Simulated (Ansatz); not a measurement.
Consider MgB2 (space group P6/mmm, No. 191; a = 3.0632 Å, c = 3.4999 Å).

All numbers come from PBEsol (Ansatz, an electronic-structure program), spin-orbit coupling left out.

Before the change:

| Property | Result |
|---|---|
| Volume per atom | 9.48 Å³ |

Perturbation: a hydrostatic pressure of 0.7 GPa.

**Question.** What happens to the volume per atom?

**Answer.** The volume per atom shrinks by 0.045 Å³, from 9.48 Å³ to 9.44 Å³.

Load acts through the strain it causes; cell and atoms are relaxed under it. Whether these cells are dynamically stable was not tested. All final runs are without spin polarisation.
